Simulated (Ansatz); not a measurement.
# Si: pressure 9 GPa

The parent structure is Si in the diamond structure (space group Fd-3m, No. 227; a = 5.444 Å).

One thing is altered: a hydrostatic pressure of 9 GPa.

Method: r2SCAN (Ansatz, a quantum-chemistry and plane-wave program), scalar-relativistic without spin-orbit coupling. Settings: 10×10×10 k-points, 0.05 eV Fermi–Dirac smearing.

The volume per atom falls by 1.53 Å³ to 18.64 Å³ and the density increases by 0.19 g/cm³ (2.31 g/cm³ → 2.50 g/cm³). The lattice parameter a shrinks by 14.1 pm to 530.3 pm and the shortest interatomic distance shrinks by 6.1 pm to 229.6 pm. The enthalpy H = E + PV relative to the base's energy amounts to +1.09 eV/atom and the band gap falls by 0.151 eV (0.78 eV → 0.62 eV). The gap character stays indirect, Γ → Γ–X (87 % along) and the smallest direct gap grows by 0.03 eV, from 2.74 eV to 2.77 eV. The mean gap deformation potential ΔEg/Δln V amounts to +1.9 eV and the width of the top valence band goes up by 0.36 eV (4.00 eV → 4.36 eV). The electron mass changes from 0.91 mₑ along k, 0.19 mₑ across (off the special points) to 0.92 mₑ along k, 0.19 mₑ across (off the special points).

Load acts through the strain it causes; cell and atoms are relaxed under it. Effective masses come from finite differences of ±0.01 Å⁻¹. Along k means along the line from Γ to the band edge. Whether these cells are dynamically stable was not tested. Tetrahedral semiconductors of this kind turn to denser phases somewhere between about 1 and 50 GPa; those were not computed, so compressed cells here can lie past the real transition.
